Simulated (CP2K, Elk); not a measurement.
An Elk input for a self-consistent single point of MgAu3 (Pm-3m, 4 atoms in the cell) (DFT, PBEsol, all-electron FP-LAPW, Elk's shipped species files, APW+lo basis with extra local orbitals):

```
tasks
  0

xctype
  22

rgkmax
  7.5

gmaxvr
  14.0

nxlo
  2

lorbcnd
  .true.

rmtscf
  0.92

lmaxi
  2

swidth
  0.00367493

maxscl
  100

scale
  1.889726125

avec
    4.0243990000    0.0000000000    0.0000000000
    0.0000000000    4.0243990000    0.0000000000
    0.0000000000    0.0000000000    4.0243990000

atoms
  2
  'Mg.in'
  1
  0.0000000000  0.0000000000  0.0000000000    0.0 0.0 0.0
  'Au.in'
  3
  0.5000000000  0.5000000000  0.0000000000    0.0 0.0 0.0
  0.0000000000  0.5000000000  0.5000000000    0.0 0.0 0.0
  0.5000000000  0.0000000000  0.5000000000    0.0 0.0 0.0

ngridk
  6 6 6
```

Q: Translate this input to CP2K.

A: One input that does it (others would too):

```
&GLOBAL
  PROJECT calc
  RUN_TYPE ENERGY_FORCE
  PRINT_LEVEL MEDIUM
&END GLOBAL
&FORCE_EVAL
  METHOD Quickstep
  STRESS_TENSOR ANALYTICAL
  &DFT
    BASIS_SET_FILE_NAME BASIS_MOLOPT_UCL
    POTENTIAL_FILE_NAME GTH_POTENTIALS
    &QS
      METHOD GPW
      EPS_DEFAULT 1E-10
    &END QS
    &MGRID
      CUTOFF 500
      REL_CUTOFF 50
      NGRIDS 5
    &END MGRID
    &SCF
      SCF_GUESS ATOMIC
      EPS_SCF 1E-6
      MAX_SCF 100
      ADDED_MOS 7
      &DIAGONALIZATION
        ALGORITHM STANDARD
      &END DIAGONALIZATION
      &MIXING
        METHOD BROYDEN_MIXING
        ALPHA 0.2
        NBUFFER 12
        BETA 1.5
      &END MIXING
      &SMEAR ON
        METHOD FERMI_DIRAC
        ELECTRONIC_TEMPERATURE [K] 1160.45
      &END SMEAR
    &END SCF
    &KPOINTS
      SCHEME MONKHORST-PACK 6 6 6
      GAMMA_CENTERED T
    &END KPOINTS
    &XC
      &XC_FUNCTIONAL
        &PBE
          PARAMETRIZATION PBESOL
        &END PBE
      &END XC_FUNCTIONAL
    &END XC
    &PRINT
      &MO
        EIGENVALUES T
        OCCUPATION_NUMBERS T
        NDIGITS 8
        FILENAME mo
        &EACH
          QS_SCF 0
        &END EACH
        ADD_LAST NUMERIC
      &END MO
      &MULLIKEN ON
      &END MULLIKEN
    &END PRINT
  &END DFT
  &SUBSYS
    &CELL
      A 4.02439900 0.00000000 0.00000000
      B 0.00000000 4.02439900 0.00000000
      C 0.00000000 0.00000000 4.02439900
      PERIODIC XYZ
    &END CELL
    &COORD
      SCALED
      Mg       0.00000000     0.00000000     0.00000000
      Au       0.50000000     0.50000000     0.00000000
      Au       0.00000000     0.50000000     0.50000000
      Au       0.50000000     0.00000000     0.50000000
    &END COORD
    &KIND Mg
      BASIS_SET TZVP-MOLOPT-SR-GTH-q2
      POTENTIAL GTH-PBE-q2
    &END KIND
    &KIND Au
      BASIS_SET TZVP-MOLOPT-SR-GTH-q11
      POTENTIAL GTH-PBE-q11
    &END KIND
  &END SUBSYS
  &PRINT
    &FORCES ON
    &END FORCES
    &STRESS_TENSOR ON
    &END STRESS_TENSOR
  &END PRINT
&END FORCE_EVAL
```

Basis, cutoffs, solver keys and any potentials are the target program's own. This input uses DFT PBEsol, GPW, TZVP-MOLOPT-SR-GTH basis, GTH-PBE potentials (GTH_POTENTIALS).

The starting cell comes from a database of computed structures (which also holds hypothetical and non-ambient phases and stackings), without a prior relaxation at this level. For this run, on top of that: lattice scaled by 0.98.
